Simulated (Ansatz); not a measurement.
Consider interstitial H in zinc-blende BP, charge state +1. Method: PBE, PAW (plane waves to 420 eV; Ansatz, an electronic-structure program).

Cell of 64 host sites held at the relaxed PBE lattice; a 2×2×2 k-point mesh shifted by half a step; Fermi-Dirac width 0.01 eV, spin-restricted; finite-size errors left in. Static, classical nuclei. The charge state is imposed; whether it is stable for some Fermi level was not computed. Sites that were not tried may lie lower.

Barriers: single points on a 3×3×3 k-point mesh shifted by half a step at the bands' geometries.

Relaxed starting cell (atoms counted from 1):

```yaml
crystal:
  lattice:
    - [9.09681, 0.00000, 0.00000]
    - [0.00000, 9.09681, 0.00000]
    - [0.00000, 0.00000, 9.09681]
  atoms:
    - { symbol: B, position: [0.98028, 0.98217, 0.01803] }
    - { symbol: B, position: [0.99967, 0.00107, 0.49882] }
    - { symbol: B, position: [0.99965, 0.50141, 0.99918] }
    - { symbol: B, position: [0.99924, 0.50054, 0.49971] }
    - { symbol: B, position: [0.49996, 0.00131, 0.99893] }
    - { symbol: B, position: [0.50111, 0.00055, 0.49763] }
    - { symbol: B, position: [0.50100, 0.50246, 0.99967] }
    - { symbol: B, position: [0.49988, 0.50135, 0.49888] }
    - { symbol: P, position: [0.12475, 0.12613, 0.37411] }
    - { symbol: P, position: [0.14501, 0.14677, 0.85350] }
    - { symbol: P, position: [0.12507, 0.62417, 0.37609] }
    - { symbol: P, position: [0.12472, 0.62615, 0.87414] }
    - { symbol: P, position: [0.62449, 0.12612, 0.37403] }
    - { symbol: P, position: [0.62472, 0.12630, 0.87393] }
    - { symbol: P, position: [0.62460, 0.62606, 0.37418] }
    - { symbol: P, position: [0.62439, 0.62609, 0.87411] }
    - { symbol: B, position: [0.00083, 0.25100, 0.24902] }
    - { symbol: B, position: [0.99679, 0.25340, 0.74679] }
    - { symbol: B, position: [0.99722, 0.74627, 0.25396] }
    - { symbol: B, position: [0.00078, 0.75129, 0.74932] }
    - { symbol: B, position: [0.49931, 0.25081, 0.24877] }
    - { symbol: B, position: [0.50165, 0.25214, 0.74808] }
    - { symbol: B, position: [0.49945, 0.75099, 0.24924] }
    - { symbol: B, position: [0.49930, 0.75144, 0.74941] }
    - { symbol: P, position: [0.12475, 0.37691, 0.12346] }
    - { symbol: P, position: [0.12653, 0.37748, 0.62276] }
    - { symbol: P, position: [0.12346, 0.86830, 0.13198] }
    - { symbol: P, position: [0.12476, 0.87687, 0.62338] }
    - { symbol: P, position: [0.62449, 0.37592, 0.12429] }
    - { symbol: P, position: [0.62594, 0.37694, 0.62331] }
    - { symbol: P, position: [0.62392, 0.87583, 0.12440] }
    - { symbol: P, position: [0.62448, 0.87593, 0.62428] }
    - { symbol: B, position: [0.24861, 0.00111, 0.24905] }
    - { symbol: B, position: [0.25520, 0.00196, 0.74311] }
    - { symbol: B, position: [0.24990, 0.50127, 0.24882] }
    - { symbol: B, position: [0.25050, 0.50256, 0.74870] }
    - { symbol: B, position: [0.74796, 0.00004, 0.25084] }
    - { symbol: B, position: [0.74921, 0.00137, 0.74929] }
    - { symbol: B, position: [0.74913, 0.50023, 0.24962] }
    - { symbol: B, position: [0.74999, 0.50156, 0.74916] }
    - { symbol: P, position: [0.37471, 0.12565, 0.12315] }
    - { symbol: P, position: [0.37899, 0.12804, 0.61991] }
    - { symbol: P, position: [0.37478, 0.62655, 0.12405] }
    - { symbol: P, position: [0.37514, 0.62699, 0.62356] }
    - { symbol: P, position: [0.87128, 0.12738, 0.12785] }
    - { symbol: P, position: [0.87420, 0.12511, 0.62332] }
    - { symbol: P, position: [0.87370, 0.62458, 0.12490] }
    - { symbol: P, position: [0.87502, 0.62630, 0.62441] }
    - { symbol: B, position: [0.25494, 0.25687, 0.99848] }
    - { symbol: B, position: [0.25054, 0.25158, 0.49766] }
    - { symbol: B, position: [0.24861, 0.75124, 0.99912] }
    - { symbol: B, position: [0.24989, 0.75142, 0.49903] }
    - { symbol: B, position: [0.74926, 0.25096, 0.99881] }
    - { symbol: B, position: [0.74998, 0.25106, 0.49869] }
    - { symbol: B, position: [0.74779, 0.74924, 0.00023] }
    - { symbol: B, position: [0.74915, 0.75063, 0.49998] }
    - { symbol: P, position: [0.37516, 0.37670, 0.37321] }
    - { symbol: P, position: [0.37880, 0.38014, 0.87224] }
    - { symbol: P, position: [0.37477, 0.87616, 0.37369] }
    - { symbol: P, position: [0.37474, 0.87714, 0.87451] }
    - { symbol: P, position: [0.87500, 0.37584, 0.37398] }
    - { symbol: P, position: [0.87422, 0.37693, 0.87507] }
    - { symbol: P, position: [0.87373, 0.87535, 0.37563] }
    - { symbol: P, position: [0.87102, 0.87225, 0.87301] }
    - { symbol: H, position: [0.10097, 0.03267, 0.96356] }
```
Cell charge +1.

End state 1 differs by these moves (Å; atoms that move under 0.08 Å are left out):

| atom | element | Δx | Δy | Δz |
|---|---|---|---|---|
| 1 | B | 0.00 | 0.35 | -0.35 |
| 10 | P | -0.20 | -0.12 | 0.12 |
| 27 | P | 0.20 | -0.12 | 0.12 |
| 34 | B | -0.06 | -0.01 | 0.06 |
| 51 | B | 0.06 | -0.06 | 0.01 |
| 65 | H | -0.01 | -0.63 | 0.60 |

**Question.** What forward and backward barriers to end state 1 does PBE, PAW give?

**Answer.** forward 0.098 eV, backward 0.098 eV; at the saddle point atom 65 has neighbours B at 1.26; 2 P at 1.73 Å. The saddle point's order was not checked, and it lies on a symmetry element of the cell, where a band can be held.
